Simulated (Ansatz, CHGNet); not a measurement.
Enthalpy of formation of fluorite PtAl2 at several levels of theory

No measured value is used here.

```tsv
level (code)	value (eV/atom)
CHGNet-r²SCAN	-1.038
LDA (Ansatz)	-0.908
PBE (Ansatz)	-0.883
PBE-D4 (Ansatz)	-0.829
r²SCAN (Ansatz)	?
r²SCANh (Ansatz)	?
```

Task: Some entries are withheld; supply them.

Result: 
- r²SCAN (Ansatz, a program for electronic structure), value (eV/atom): -0.965
- r²SCANh (Ansatz), value (eV/atom): -1.018

Density-functional levels without +SOC have no spin–orbit coupling, which shifts binding energies of heavy elements. Each level is taken at its own relaxed cell. Ansatz's density-functional and Hartree–Fock values are scalar-relativistic unless marked +SOC, with PAW data made under PBE.

Machine-learned potentials (CHGNet-r²SCAN) are trained on DFT data: a solid inside that data is no test of them.
